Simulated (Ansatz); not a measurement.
Take RbBr in the rock salt structure (space group Fm-3m, No. 225; a = 6.843 Å) as the base.

The values are results of PBEsol, PAW, 420 eV (Ansatz, an electronic-structure program; spin-orbit coupling left out), not measurements.

Base values:

- Band gap: 4.22 eV
- Electron mass: 0.36 mₑ (at Γ)
- Lattice parameter a: 6.843 Å
- Gap character: direct at Γ

Perturbation: hydrostatic tension (pressure −1 GPa).

Problem. Predict the new band gap.

Solution. The band gap shrinks by 0.19 eV, from 4.22 eV to 4.03 eV.

Problem. Predict the new electron mass.

Solution. The electron mass goes from 0.36 mₑ (at Γ) to 0.38 mₑ (at Γ).

Problem. Predict the new lattice parameter a.

Solution. The lattice parameter a grows by 0.209 Å, from 6.843 Å to 7.052 Å.

Problem. How does this affect the gap character?

Solution. The gap character is still direct at Γ.

Load acts through the strain it causes; cell and atoms are relaxed under it. Masses are band curvatures over ±0.01 Å⁻¹ around the edge. No phonon test of stability was made.
